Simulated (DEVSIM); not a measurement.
Structure: Co/HfO2/SiO2/p-Si capacitor, at 300 K.

```tsv
layer (left to right)	material	thickness (nm)	Na (cm⁻³)
1	HfO2	2.80	-
2	SiO2	1.50	-
3	Si	610	8.8e17
```

Metal gate on the left, work function 5 eV. Fixed charge at the semiconductor interface -2.3e11 cm⁻² (in units of +e); no interface traps.

This is a model device: material constants are rounded textbook-type values typed into the input, and sizes, dopings and lifetimes were drawn at random. Values at 300 K.

```
parameter      HfO2  SiO2       Si
-------------  ----  ----  -------
gap (eV)        5.7     9    1.124
affinity (eV)   2.5   0.9     4.05
permittivity     22   3.9     11.7
Nc (cm⁻³)         -     -  2.86e19
Nv (cm⁻³)         -     -   3.1e19
```

Simulated with DEVSIM: 1D Poisson equation in equilibrium, Boltzmann statistics, complete ionisation; no quantum confinement or tunnelling. Metal contacts follow the ideal Schottky-Mott rule: no Fermi-level pinning, no interface dipoles.

The substrate doping was swept, all else fixed.

```csv
substrate doping (cm^-3),minimum of the low-frequency capacitance (μF/cm²),flat-band voltage (V),threshold voltage (band bending 2φF) (V)
4.4e16,0.0746,0.02,0.87
8.8e16,0.0985,0.00,0.91
1.8e17,0.137,-0.02,0.97
4.4e17,0.199,-0.04,1.07
8.8e17,0.263,-0.06,1.18
1.8e18,0.342,-0.08,1.34
```

From the first row to the last the minimum of the low-frequency capacitance goes from 0.0746 to 0.342. From the first row to the last the flat-band voltage goes from 0.02 to -0.08.
